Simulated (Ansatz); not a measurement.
An Ansatz (a first-principles code) input (Kohn–Sham DFT with the PBE functional, run in Ansatz with PAW and 420 eV plane waves, no SOC):

Ansatz 0.2 input:
```yaml
crystal:
  lattice:
    - [0, 1.7517326279, 1.7517326279]
    - [1.7517326279, 0, 1.7517326279]
    - [1.7517326279, 1.7517326279, 0]
  atoms:
    - { symbol: N, position: [0, 0, 0] }
    - { symbol: B, position: [0.5, 0.5, 0.5] }
basis: { ecutwfc: 420, ecutrho_ratio: 4, xc_grid: 2, fft_grid_basis: typed }
kpoints: { mp_grid: { grid: [37, 37, 37] } }
hamiltonian:
  xc: pbe
  dispersion: none
  pseudopotentials: { kind: paw }
total_charge: 0.010751
scf: { occupations: { method: fermi_dirac, width: 0.0259 }, convergence: { dr2_threshold: 0.0000000002 } }
relax: { f_tol: 0.005, max_steps: 30 }
output: { forces: true, stress: true }
checkpoint: { write: state.ck, write_every: 1000 }
```

Question: Which symmetry and how many k-points will the program report, and about how many plane waves at Γ?

Answer: Space group Fm-3m (ITA 225) with 48 operations, k-points 1330 of 50653, and 181 plane waves at Γ.

Charged cell with a jellium background: band edges are those of the host's band count, energies are not comparable with the neutral cell, and many-body gap narrowing is missing. Whether these cells are dynamically stable was not tested. The cell was made from BN in the rock salt structure (space group Fm-3m, No. 225; a hypothetical phase, not in the database extracts checked) by this change: holes 1.0×10^21 cm⁻³.
